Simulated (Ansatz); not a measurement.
Fermi-surface data of Cu₃Sn (Pmmn)

Given:

```xyz
8
Lattice="4.2810 0.0000 0.0000 0.0000 5.4130 0.0000 0.0000 0.0000 4.7650" Properties=species:S:1:pos:R:3 pbc="T T T"
Cu     2.1405     0.0000     1.4332
Cu     0.0000     2.7065     3.3318
Cu     0.0000     4.0704     0.7408
Cu     0.0000     1.3426     0.7408
Cu     2.1405     4.0491     4.0242
Cu     2.1405     1.3639     4.0242
Sn     2.1405     2.7065     1.6319
Sn     0.0000     0.0000     3.1331
```

Level of theory: PBEsol, rigid bands (plane waves, PAW, scalar-relativistic; Ansatz, a quantum-chemistry and plane-wave program). Geometry: cell and atoms relaxed with PBEsol.

The density of states at the Fermi level is 2.07 states/(eV·cell), both spins and the bare Sommerfeld coefficient is 0.61 mJ/(mol of atoms·K²). The drude plasma energy comes out as 7.7 (x), 7.5 (y), 7.2 (z) eV. The root-mean-square Fermi velocity comes out as 1.1e6 m/s and the resistivity times τ comes out as 8.4 (x), 8.8 (y), 9.4 (z) ×10⁻²² Ω·m·s.

A metal at this level (no band gap); rigid bands, thermally averaged at 300 K, both spins. Spin-orbit coupling is left out. τ is one relaxation time for all states.

Formula and space group known from diffraction (Crystallography Open Database), not checked to be the room-temperature form: Cu3Sn (Pmmn).
